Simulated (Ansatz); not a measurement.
CsCl-type NiAl was calculated with PBE-D3(BJ) in Ansatz (plane waves, PAW).

Settings: plane-wave cutoff 520 eV, 20×20×20 k mesh, Fermi–Dirac smearing 0.05 eV, no spin polarisation, scalar-relativistic PAW data made under PBE.

Computed at the level's own relaxed cell.

Question: What does this level give for the volume per atom, bulk modulus, lattice parameter a and pressure derivative B′ of the bulk modulus?

Answer: 
- volume per atom: 11.66 Å³/atom
- bulk modulus: 173 GPa
- lattice parameter a: 2.857 Å
- pressure derivative B′ of the bulk modulus: 4.5

The run finds no gap.

Measured, for comparison: equilibrium volume per atom 11.97 Å³/atom, lattice constant a 2.882 Å (extrapolated to 0 K, zero-point anharmonic expansion removed (Haas, Tran, Blaha 2009); as tabulated in Levämäki et al. (2014), arXiv:1402.3671); bulk modulus 156 GPa (room temperature, not corrected to a static lattice; as tabulated in Yamada et al. (2019), arXiv:1910.09660). Computed (rounded) less measured: equilibrium volume per atom -2.6 %, bulk modulus +11 %, lattice constant a -0.9 %.

It cost roughly 60 core-seconds of CPU time.

Ansatz is a program for electronic structure.
